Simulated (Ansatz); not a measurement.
# SnPbO₃ (model structure, started from the tetragonal perovskite type, P4mm, No. 99, 5 atoms in the cell)

The numbers are results of HSE06+SOC in Ansatz (PAW), not measurements.

Run with plane-wave cutoff 460 eV, 6×6×6 k mesh, Fermi–Dirac smearing 0.01 eV, PAW data made under PBE.

Cell (relaxed with PBEsol):

```cif
data_O3PbSn
_chemical_formula_sum 'Sn1 Pb1 O3'
_space_group_name_H-M_alt 'P4mm'
_space_group_IT_number 99
_space_group_name_Hall 'P 4 -2'
_cell_length_a 4.07486
_cell_length_b 4.07486
_cell_length_c 4.13044
_cell_angle_alpha 90.000
_cell_angle_beta 90.000
_cell_angle_gamma 90.000
loop_
_atom_site_label
_atom_site_type_symbol
_atom_site_symmetry_multiplicity
_atom_site_Wyckoff_symbol
_atom_site_fract_x
_atom_site_fract_y
_atom_site_fract_z
_atom_site_occupancy
Sn1 Sn 1 b 0.50000 0.50000 0.43609 1
Pb1 Pb 1 a 0.00000 0.00000 0.99817 1
O1 O 1 b 0.50000 0.50000 0.92124 1
O2 O 2 c 0.00000 0.50000 0.37525 1
```

```
Quantity                                                 Result
-------------------------------------------  ------------------
band gap                                     2.65 eV (indirect)
smallest direct gap on the k points sampled             3.87 eV
Γ–Γ gap                                                 3.91 eV
```

Note: the relaxation could raise the start's symmetry but not lower it, so the cell can be a saddle point; cell and atoms aren't relaxed at this level (pressure -0.9 GPa).

The result took about 50 core-minutes (a rough figure).

A model structure was made by putting elements into a prototype or built by hand; it is no filed structure, need not be a known phase, and can be a saddle point held by its symmetry.

Ansatz is an electronic-structure program.
